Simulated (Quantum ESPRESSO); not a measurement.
**Equation of state of rock-salt CaO (space group 225): energy against volume (Quantum ESPRESSO, LDA)**

```
CELL_PARAMETERS angstrom
      0.00000     2.31146     2.31146
      2.31146     0.00000     2.31146
      2.31146     2.31146     0.00000
ATOMIC_POSITIONS crystal
  Ca 0.00000 0.00000 0.00000
  O  0.50000 0.50000 0.50000
```

Method of the run: LDA (PZ), GBRV 1.5 ultrasoft (LDA) pseudopotentials (plane waves; Quantum ESPRESSO). Settings: ecutwfc = 52 Ry; ecutrho = 260 Ry; occupations = smearing; smearing = fermi-dirac; degauss = 0.000734986 Ry; potentials = {Ca: ca_lda_v1.uspp.F.UPF, O: o_lda_v1.2.uspp.F.UPF}; K_POINTS = automatic 12 12 12 0 0 0; conv_thr = 1e-10 Ry. The cell above is the first row's. The rows scale it uniformly. In all rows fractional positions and the k mesh are held. E is the free energy at the stated smearing, counted from the lowest row.

| V (Å^3/atom) | E (meV/atom) |
|---|---|
| 12.350 | ? |
| 12.618 | 6.51 |
| 12.887 | 0.87 |
| 13.155 | 0.00 |
| 13.424 | 3.48 |
| 13.692 | 10.76 |
| 13.961 | 21.43 |
| 14.229 | 35.23 |
| 14.498 | 51.77 |

Task: Fit E against V with the third-order Birch-Murnaghan form, a cubic in V^(-2/3), and predict the withheld value at V = 12.350.

Result: With u = V^(-2/3) - 0.176, the rows have u = 0.008504, 0.005928, 0.003448, 0.001043, -0.001275, -0.003527, -0.005699, -0.007812. Least squares gives E = 6.262 - 3051.52·u + 358532·u² + 439057·u³. Residuals (row less fit): 0.000, 0.007, -0.021, 0.010, 0.025, -0.035, 0.014, -0.001; standard error 0.026 (degrees of freedom: 4). Its minimum lies at u = 0.004223, so V0 = (0.180223)^(-3/2) = 13.07. There d²E/du² = 728200 and d³E/du³ = 2634000, so B0 = (4/9) × 13.07^(-7/3) × 728200 × 0.160218 = 129 GPa (the last factor turns the table's units into GPa), and B0' = 4 + (2/3) × 0.180223 × (2634000)/728200 = 4.4. The program's pressures in the fitted runs (not shown) pass through zero at V = 13.05, 0.15 % from this V0. At the withheld row, u = 0.011164, so E = 6.262 - 3051.52 × 0.011164 + 358532 × 0.011164² + 439057 × 0.011164³ = 17.491 meV/atom. The calculation gives 17.47 meV/atom, 0.021 meV/atom below the prediction (under 0.05 % of the range of E in the table). The row lies outside the fitted rows, so this is an extrapolation. From the scatter of the fitted rows alone, a prediction at this place has a standard error of 0.077 meV/atom, so the miss is 0.3 times that.

Carrying the step between the two nearest rows on in a straight line would have given 12.13, off by 5.34; series whose last step already gives the withheld value aren't shown. The scan was laid around a cell of about the measured size, scaled by a guess for this functional. The runs keep the symmetry of the cell, so they don't test it for distortions. Cutoffs and mesh are single choices, not tested for convergence of this quantity. Series with a scatter that would blur these digits, or in which a gap closes, are not shown. Nor are scans whose minimum lies at an end fitted in this form.
